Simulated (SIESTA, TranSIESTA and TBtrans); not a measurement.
# Pt chain bridged by a linear C2 unit along the axis

Device: Pt chain bridged by a linear C2 unit along the axis. Leads: straight Pt chain, spacing 2.4 Å. Geometry: 4 atoms about the centre moved by SIESTA (PBE, DZP) to a largest force of 0.04 eV/Å, all others as built, motion along the axis alone.

Computed with TranSIESTA and TBtrans, PBE, DZP numerical orbitals (energy shift 0.15 eV), PseudoDojo norm-conserving scalar-relativistic potentials, mesh cutoff 200 Ry, 300 K, spin-polarised (collinear), no spin-orbit coupling; self-consistent non-equilibrium Green functions.

Conductance at 300 K (G0 = 2e²/h): 2.33
Mean T from −0.5 to 0.5 eV: 2.28

Energies count from the leads' Fermi level. Transmissions are for each spin. The energy step is 0.01 eV; narrower resonances are cut or missed.

```
E (eV)   T up  T down  lead channels up       down
------  -----  ------  ----------------  ---------
-1.95    1.66    1.65                 3          3
-1.80    1.68    1.68                 3          3
-1.65    1.72    1.72                 3          3
-1.50    1.83    1.83                 4          4
-1.35    1.86    1.86                 4          4
-1.20    1.90    1.91                 4          4
-1.05    1.97    1.97         band edge  band edge
-0.90    2.02    2.03                 6          6
-0.75    2.06    2.06                 6          6
-0.60    2.09    2.09                 6          6
-0.45    2.13    2.13                 6          6
-0.30    2.20    2.20         band edge  band edge
-0.15    2.28    2.28                 4          4
0.00     2.33    2.33                 4          4
0.15     2.34    2.35                 4          4
0.30     2.36    2.37                 4          4
0.45     2.23    2.23                 3          3
0.60     2.10    2.11                 3          3
0.75     0.36    0.33                 1          1
0.90     0.12    0.12                 1          1
1.05     0.11    0.11                 1          1
1.20    0.097   0.096                 1          1
1.35    0.088   0.088                 1          1
1.50    0.082   0.082                 1          1
1.65    0.077   0.077                 1          1
1.80    0.073   0.073                 1          1
1.95    0.069   0.069                 1          1
```

A magnetic start was tried, and the separate lead runs end without a moment. The straight chain is held at its spacing; free chains may zigzag or dimerise. Spin-orbit coupling, left out here, matters for the heavy atoms.
